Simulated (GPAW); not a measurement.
A user runs GPAW on YIn3 (Pm-3m, 4 atoms in the cell) and asks whether the run is sound. The aim is a self-consistent single point with DFT PBEsol, plane waves, GPAW PAW datasets PBEsol (made by gpaw-setup).

Cell that was meant: a = 4.6000 Å, b = 4.6000 Å, c = 4.6000 Å, α = 90.00°, β = 90.00°, γ = 90.00°.

Part of the input:

```python
            xc='PBEsol',
            kpts=(5, 5, 5),
            occupations={'name': 'methfessel-paxton', 'width': 0.136, 'order': 1},
            nbands=25,
            convergence={'density': 1e-05},
            symmetry={'symmorphic': False, 'tolerance': 0.0005},
            maxiter=150,
```

Log, with long lists cut:

```
Input parameters:
  convergence: {density: 1e-05}
  kpts: [5 5 5]
  maxiter: 150
  mode: {ecut: 600,
         name: pw}
  nbands: 25
   [... lines left out ...]
   3 In     2.300000    2.300000    0.000000    ( 0.0000,  0.0000,  0.0000)

Unit cell:
           periodic     x           y           z      points  spacing
  1. axis:    yes    4.600000    0.000000    0.000000    27     0.1704
  2. axis:    yes    0.000000    4.600000    0.000000    27     0.1704
  3. axis:    yes    0.000000    0.000000    4.600000    27     0.1704

  Lengths:   4.600000   4.600000   4.600000
  Angles:   90.000000  90.000000  90.000000

Effective grid spacing dv^(1/3) = 0.1704
     iter     time        total  log10-change:
                         energy   eigst   dens
iter:   1 --:--:--   -16.682859
iter:   2 --:--:--   -16.639182   -1.54  -1.44
iter:   3 --:--:--   -16.374215   -1.26  -1.47
iter:   4 --:--:--   -16.439202   -1.67  -1.90
iter:   5 --:--:--   -16.584350   -1.67  -1.96
iter:   6 --:--:--   -16.339212   -1.34  -1.81
iter:   7 --:--:--   -16.347105   -2.45  -2.56
iter:   8 --:--:--   -16.351823c  -2.19  -2.59
iter:   9 --:--:--   -16.349269c  -3.26  -2.77
iter:  10 --:--:--   -16.343301c  -3.20  -2.67
iter:  11 --:--:--   -16.343028c  -3.45  -3.08
   [... lines left out ...]
iter:  22 --:--:--   -16.343096c  -5.97  -4.04
iter:  23 --:--:--   -16.343097c  -6.09  -4.54
iter:  24 --:--:--   -16.343096c  -6.32  -4.58
iter:  25 --:--:--   -16.343096c  -7.49c -4.87
iter:  26 --:--:--   -16.343096c  -7.87c -4.93
iter:  27 --:--:--   -16.343096c  -7.69c -4.90
iter:  28 --:--:--   -16.343096c  -6.69  -4.91
iter:  29 --:--:--   -16.343096c  -7.24  -4.72
iter:  30 --:--:--   -16.343096c  -7.17  -4.97
iter:  31 --:--:--   -16.343096c  -6.72  -4.96
iter:  32 --:--:--   -16.343096c  -7.80c -4.77
iter:  33 --:--:--   -16.343096c  -7.88c -5.04c
Converged after 33 iterations.

Dipole moment: (0.000000, 0.000000, 0.000000) |e|*Ang

Energy contributions relative to reference atoms: (reference = -571745.266391)

Kinetic:        +30.570786
Potential:      -25.672511
External:        +0.000000
XC:             -21.575583
Entropy (-ST):   +0.000000
Local:           +0.334212
SIC:             +0.000000
--------------------------
Free energy:    -16.343096
Extrapolated:   -16.343096

Showing only first 2 kpts
 Kpt  Band  Eigenvalues  Occupancy
  0    23      6.42933    2.00000
  0    24      6.42933    2.00000

  1    23      6.50278    2.00000
  1    24      7.65371    2.00000

Fermi level: inf

Could not find a gap
Energy (eV): -16.343096

Forces in eV/Ang:
  0 Y    -0.00000   -0.00000   -0.00000
  1 In    0.00000    0.00000    0.00000
  2 In    0.00000    0.00000    0.00000
  3 In    0.00000   -0.00000    0.00000

Stress tensor:
     0.002199     0.000000     0.000000
     0.000000     0.002199     0.000000
     0.000000     0.000000     0.002199
Stress (GPa, Voigt): [0.3523 0.3523 0.3523 0.     0.     0.    ]
```

**Question.** Is this run sound? If not, what is wrong?

**Answer.** The run is not sound. The fault is too few bands. The band count has to hold all valence electrons, and a smeared run needs empty bands on top for the tail of the occupations. To fix it, raise the band count or leave it to the default. The run converged in 33 iterations without an error; against the sound input the free energy rises by 88.5 meV/atom and the pressure goes from -2.27 to -0.35 GPa.

An input that runs soundly differs in these lines (not the only fix; some lines may just follow from the change or write a value another way):
```diff
-            nbands=25,
+            nbands=-8,
```

With that input, the run converged in 23 iterations: free energy E − TS (from the program's reference atoms) -16.6972 eV; Fermi level (on the code's own zero) 7.92 eV; pressure -2.27 GPa (DFT PBEsol, plane waves, GPAW PAW datasets PBEsol (made by gpaw-setup)).

On the sound input: the starting cell comes from a database of published, mostly measured structures (it also holds non-ambient and calculated ones), without a prior relaxation at this level.
